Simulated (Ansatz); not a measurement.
Functionals compared on the (10-12) surface of hcp Ru in its 1x1 cell, outermost plane spacing 0.53 Å in the ideal cut (one of several cuts of this face), in Ansatz (plane waves, PAW). The structure was relaxed with PBE; the other rows are single points on it, each with its references at the same level. Cutoff 420 eV (500 eV for r2SCAN).

Set-up: 14 atoms, 10.1 Å thick at the start (thin: gaps and levels are the slab's own); mesh 14x6x1; 0.1 eV smearing; dipole correction on; all atoms relaxed; symmetry of the start imposed; no spin, no spin-orbit, no U. These notes are the PBE run's.

```tsv
functional	surface energy (J/m²)	work function of the top face (eV)	rough cost of the single point
PBE	3.16	4.53	–
LDA	3.79	4.88	roughly 3 core-minutes
PBEsol	3.61	4.64	roughly 3 core-minutes
RPBE	2.90	4.35	very roughly 4 core-minutes
r2SCAN	3.40	4.50	about 5 core-minutes (a rough figure)
```

Ansatz is a first-principles code.
